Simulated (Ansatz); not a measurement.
# HgTe in the zinc blende structure (space group F-43m, No. 216)

```cif
data_HgTe
_chemical_formula_sum 'Te1 Hg1'
_space_group_name_H-M_alt 'P 1'
_space_group_IT_number 1
_cell_length_a 4.70272
_cell_length_b 4.70272
_cell_length_c 4.70272
_cell_angle_alpha 60.000
_cell_angle_beta 60.000
_cell_angle_gamma 60.000
loop_
_space_group_symop_operation_xyz
  'x, y, z'
loop_
_atom_site_label
_atom_site_type_symbol
_atom_site_fract_x
_atom_site_fract_y
_atom_site_fract_z
_atom_site_occupancy
Te1 Te 0.75000 0.75000 0.75000 1
Hg1 Hg 0.00000 0.00000 0.00000 1
```

Calculations: PBE/PAW in Ansatz (a program for electronic structure), no spin-orbit coupling. Γ-centred 12×12×12 mesh, Fermi–Dirac width 0.05 eV.

```json
{
  "volume_per_atom": "36.77 Å³",
  "density": "7.41 g/cm³",
  "band_gap": "zero",
  "total_energy": "-10396.875 eV/atom (σ→0; compares only within this code and set-up)"
}
```

Spin-orbit coupling, missing from the scalar runs, can matter with Hg and Te. Whether these cells are dynamically stable was not tested. All final runs are without spin polarisation. The zero or small gap of HgTe can change with the level of theory.
